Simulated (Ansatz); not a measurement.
Where the default PAW files enter, the runs use the earlier of Ansatz's two default sets.

Here is the system:

```yaml
crystal:
  lattice:
    - [3.18893, 0.00000, 0.00000]
    - [0.00000, 5.19236, 0.00000]
    - [1.59447, 0.00000, 2.76169]
  atoms:
    - { symbol: Ga, position: [0.66667, 0.50092, 0.66667] }
    - { symbol: Ga, position: [0.33333, 0.00092, 0.33333] }
    - { symbol: N, position: [0.66667, 0.12408, 0.66667] }
    - { symbol: N, position: [0.33333, 0.62408, 0.33333] }
```

Space group of this cell: P6_3mc, wurtzite. The cell is taken as given; by LDA its mean pressure is -6.4 GPa.

Transport runs along the normal of the first two printed cell vectors, the (100) plane of the conventional cell.

No gap correction and no spin-orbit coupling; mid-gap values are interpolated between computed energies.

Q: Compute, with LDA in Ansatz (an electronic-structure program), the band gap and the smallest decay constant κ at mid-gap.

A: Gap 1.91 eV on a 12×6×12 mesh; κ = 0.146 1/Å, at the zone centre.
